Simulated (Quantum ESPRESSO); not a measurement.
Worked example: self-consistent single point of Ta2InC (P1, 8 atoms in the cell) in Quantum ESPRESSO.

Method: LDA (PZ), GBRV 1.5 ultrasoft (LDA) pseudopotentials (plane waves; Quantum ESPRESSO 7.5).

The change in words: atoms moved at random. Reference geometry:
```yaml
crystal:
  lattice:
    - [3.16751, 0.00000, 0.00000]
    - [-1.58376, 2.74314, 0.00000]
    - [0.00000, 0.00000, 14.53348]
  atoms:
    - { symbol: Ta, position: [0.66667, 0.33333, 0.58297] }
    - { symbol: Ta, position: [0.33333, 0.66667, 0.41703] }
    - { symbol: Ta, position: [0.33333, 0.66667, 0.08297] }
    - { symbol: Ta, position: [0.66667, 0.33333, 0.91703] }
    - { symbol: In, position: [0.66667, 0.33333, 0.25000] }
    - { symbol: In, position: [0.33333, 0.66667, 0.75000] }
    - { symbol: C, position: [0.00000, 0.00000, 0.50000] }
    - { symbol: C, position: [0.00000, 0.00000, 0.00000] }
```

Reference input (self-consistent single point, DFT, LDA (PZ), plane waves, GBRV 1.5 ultrasoft (LDA) pseudopotentials): ecutwfc = 40 Ry; ecutrho = 320 Ry; occupations = smearing; smearing = gauss; degauss = 0.0073499 Ry; potentials = {Ta: ta_lda_v1.uspp.F.UPF, In: in_lda_v1.4.uspp.F.UPF, C: c_lda_v1.2.uspp.F.UPF}; K_POINTS = automatic 7 7 2 0 0 0; conv_thr = 1e-10 Ry. This run's input differs from it in these lines:

```diff
@@ -26,10 +26,10 @@
 ATOMIC_POSITIONS angstrom
-Ta    1.58375496    0.91438135    8.47258284
-Ta    0.00000000    1.82876271    6.06089716
-Ta    0.00000000    1.82876271    1.20584284
-Ta    1.58375496    0.91438135   13.32763716
-In    1.58375496    0.91438135    3.63337000
-In    0.00000000    1.82876271   10.90011000
-C     0.00000000    0.00000000    7.26674000
-C     0.00000000    0.00000000    0.00000000
+Ta    1.60950211    0.89664325    8.49710082
+Ta   -0.01067134    1.84691497    6.06098437
+Ta    0.02846325    1.85228056    1.14906053
+Ta    1.61391445    0.91491807   13.36341859
+In    1.56987497    0.91605099    3.55783950
+In    0.00359037    1.78809373   10.96552519
+C    -0.04534291    0.02138006    7.24886382
+C    -0.01806748   -0.00684689    0.02438718
 K_POINTS automatic
@@ -37,4 +37,4 @@
 CELL_PARAMETERS angstrom
-   3.16750993     0.00000000     0.00000000
-  -1.58375496     2.74314406     0.00000000
+   3.16751000     0.00000000     0.00000000
+  -1.58375500     2.74314400     0.00000000
    0.00000000     0.00000000    14.53348000
```

The program printed (abridged):

```
     Self-consistent Calculation

     iteration #  1     ecut=    40.00 Ry     beta= 0.70

     negative rho (up, down):  3.774E-01 0.000E+00

     total energy              =    -844.08503542 Ry
     estimated scf accuracy    <      19.18121137 Ry

     iteration #  2     ecut=    40.00 Ry     beta= 0.70

     negative rho (up, down):  3.770E-01 0.000E+00

     total energy              =    -783.66888160 Ry
     estimated scf accuracy    <    1133.34001693 Ry

     iteration #  3     ecut=    40.00 Ry     beta= 0.70

     negative rho (up, down):  3.767E-01 0.000E+00

     total energy              =    -834.02482563 Ry
     estimated scf accuracy    <     637.96631895 Ry

   [... 18 blocks of this kind left out ...]

     iteration # 22     ecut=    40.00 Ry     beta= 0.70

     negative rho (up, down):  3.879E-01 0.000E+00

     total energy              =    -857.20528305 Ry
     estimated scf accuracy    <          3.3E-10 Ry

     iteration # 23     ecut=    40.00 Ry     beta= 0.70

     negative rho (up, down):  3.879E-01 0.000E+00
     End of self-consistent calculation

     the Fermi energy is    16.6459 ev

!    total energy              =    -857.20528305 Ry
     estimated scf accuracy    <          6.9E-11 Ry
     smearing contrib. (-TS)   =      -0.00169988 Ry
     internal energy E=F+TS    =    -857.20358317 Ry

     convergence has been achieved in  23 iterations

     negative rho (up, down):  3.879E-01 0.000E+00

     Forces acting on atoms (cartesian axes, Ry/au):

     atom    1 type  1   force =    -0.02310274    0.01254533   -0.03457527
     atom    2 type  1   force =    -0.01143599    0.00046920    0.01770533
     atom    3 type  1   force =    -0.02083141   -0.01446395    0.01761026
     atom    4 type  1   force =    -0.01812673   -0.00198269    0.00318739
     atom    5 type  2   force =     0.00069731    0.00063742    0.01662579
   [... lines left out ...]
     Total force =     0.088042     Total SCF correction =     0.000054
   [... lines left out ...]

     negative rho (up, down):  3.879E-01 0.000E+00
          total   stress  (Ry/bohr**3)                   (kbar)     P=     -106.66
  -0.00064307  -0.00000228  -0.00003242          -94.60       -0.34       -4.77
  -0.00000228  -0.00068453  -0.00000118           -0.34     -100.70       -0.17
  -0.00003242  -0.00000118  -0.00084752           -4.77       -0.17     -124.68

   JOB DONE.
```

The run converged in 23 iterations. Against the reference run the free energy goes up by 11.7 meV/atom, the pressure goes from -12.20 to -10.67 GPa and the largest force goes from 0.729 to 1.154 eV/Å.

The starting cell comes from a database of computed structures (which also holds hypothetical and non-ambient phases and stackings), without a prior relaxation at this level. For this run, on top of that: atoms moved at random. Spin polarisation is off. With a pressure of about -11 GPa the cell is away from its equilibrium volume at this level. Forces in this geometry exceed 1 eV/Å.

Cost on one core of a shared machine: roughly 5 min.
